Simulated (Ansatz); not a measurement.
The reference is a 24-atom supercell of ZnCu2SnSe4 (space group I-4, No. 82; a = 5.658 Å, c = 11.318 Å) at its relaxed geometry.

Level of theory: PBEsol (Ansatz, a quantum-chemistry and plane-wave program), no spin-orbit coupling.

For the base:

| Item | Value |
|---|---|
| Mean distance from the defect site to its nearest host atoms | 2.59 Å |

Now apply this change: a neutral Se on a Sn site (antisite), atoms relaxed at fixed cell, starting from a slightly rattled geometry.

**Question.** How does this affect the mean distance from the defect site to its nearest host atoms?

**Answer.** The mean distance from the defect site to its nearest host atoms increases by 0.03 Å to 2.62 Å.

**Question.** Estimate the effect on the largest displacement of a host atom from its site in the perfect cell.

**Answer.** The largest displacement of a host atom from its site in the perfect cell amounts to 0.05 Å.

In so small a cell the defect repeats every few ångströms: this is an ordered compound, not a dilute defect. The final runs are not spin-polarised. The defect cell is not spin-polarised.
